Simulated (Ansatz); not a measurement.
The starting structures come from a database of crystals and need not be the phases stable at ambient conditions.

By PBEsol, the system below comes out a metal.

Without scattering a metal conducts by its projected Fermi surface.

```yaml
crystal:
  lattice:
    - [3.07005, 0.00000, 0.00000]
    - [-1.53503, 2.65874, 0.00000]
    - [0.00000, 0.00000, 4.67843]
  atoms:
    - { symbol: W, position: [0.33333, 0.66667, 0.74633] }
    - { symbol: W, position: [0.66667, 0.33333, 0.25367] }
    - { symbol: C, position: [0.00000, 0.00000, 0.00000] }
```

Space group of this cell: P-3m1. The cell is taken as given; by PBEsol its mean pressure is -10.2 GPa.

The current flows along the normal of the first two printed cell vectors, the (001) plane of the conventional cell. No spin-orbit coupling; the value is a mean over 0.1 eV about the Fermi level.

Task: State the ballistic conductance per area according to PBEsol in Ansatz (a program for electronic structure).

Result: 1.1 × 10¹⁵ S/m² for both spins.
